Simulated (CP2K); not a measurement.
Input and output of a self-consistent single point for the (110) slab of WC (cut from a parent of space group no. 187; 6 atoms in the cell) (CP2K).

Method of the run: CP2K 2026.2 with LDA (Pade form), GPW, DZVP-MOLOPT-SR-GTH basis, GTH-PADE potentials (GTH_POTENTIALS).

The change in words: vacuum of 10 angstrom (first run: 14 Å); SURFACE_DIPOLE_CORRECTION: default → T. Reference geometry:
```xyz
6
Lattice="2.8542 0.0000 0.0000 0.0000 5.0655 0.0000 0.0000 0.0000 16.9245" Properties=species:S:1:pos:R:3 pbc="T T T"
W      0.0000     0.0000     7.0000
C      1.4271     1.6885     7.0000
W      0.0000     2.5327     8.4622
C      1.4271     4.2212     8.4622
W      0.0000     0.0000     9.9245
C      1.4271     1.6885     9.9245
```

Reference input (self-consistent single point, DFT LDA (Pade form), GPW, DZVP-MOLOPT-SR-GTH basis, GTH-PADE potentials (GTH_POTENTIALS)): CUTOFF = 500 Ry; REL_CUTOFF = 50 Ry; SMEAR/METHOD = GAUSSIAN; SIGMA = 0.1 eV; KPOINTS/SCHEME = MONKHORST-PACK 5 3 1; XC_FUNCTIONAL = PADE; W/BASIS_SET = DZVP-MOLOPT-SR-GTH; W/POTENTIAL = GTH-PADE-q14; C/BASIS_SET = DZVP-MOLOPT-SR-GTH; C/POTENTIAL = GTH-PADE-q4; METHOD = GPW; EPS_DEFAULT = 1e-11. This run's input differs from it in these lines:

```diff
@@ -11,2 +11,4 @@
     POTENTIAL_FILE_NAME GTH_POTENTIALS
+    SURFACE_DIPOLE_CORRECTION T
+    SURF_DIP_DIR Z
     &QS
@@ -64,3 +66,3 @@
       B 0.00000000 5.06547000 0.00000000
-      C 0.00000000 0.00000000 16.92448600
+      C 0.00000000 0.00000000 12.92448300
       PERIODIC XYZ
@@ -68,8 +70,8 @@
     &COORD
-      W        0.00000000     0.00000000     7.00000126
-      C        1.42710000     1.68848831     7.00000126
-      W        0.00000000     2.53273500     8.46219223
-      C        1.42710000     4.22122331     8.46219223
-      W        0.00000000     0.00000000     9.92448474
-      C        1.42710000     1.68848831     9.92448474
+      W        0.00000000     0.00000000     5.00000427
+      C        1.42710000     1.68848831     5.00000427
+      W        0.00000000     2.53273500     6.46218980
+      C        1.42710000     4.22122331     6.46218980
+      W        0.00000000     0.00000000     7.92447873
+      C        1.42710000     1.68848831     7.92447873
     &END COORD
```

Log, with long lists cut:

```
 SCF WAVEFUNCTION OPTIMIZATION

  Step     Update method      Time    Convergence         Total energy    Change
     1 NoMix/Diag. 0.30E+00      -     2.43215441      -222.2721100514 -2.22E+02

 *******************************************************************************
 *   ___                                                                       *
 *  /   \                                                                      *
 * [ABORT]                                                                     *
 *  \___/       Dipole correction needs more vacuum space above the surface    *
   [... lines left out ...]
 * / \                                                    surface_dipole.F:207 *
 *******************************************************************************

 ===== Routine Calling Stack =====

            9 calc_dipsurf_potential
            8 qs_ks_build_kohn_sham_matrix
            7 rebuild_ks_matrix
            6 qs_ks_update_qs_env
            5 scf_env_do_scf_inner_loop
            4 scf_env_do_scf
            3 qs_energies
            2 qs_forces
            1 CP2K
Abort(1) on node 0 (rank 0 in comm 0): application called MPI_Abort(MPI_COMM_WORLD, 1) - process 0
```

The program stopped with an error at about iteration 1. 

The starting cell has typed, rounded lattice constants, without a prior relaxation at this level. The slab is cut from that crystal, and its faces are unrelaxed. Its lattice was rescaled by up to half a per cent. Values carry the incompleteness of an atom-centred basis.
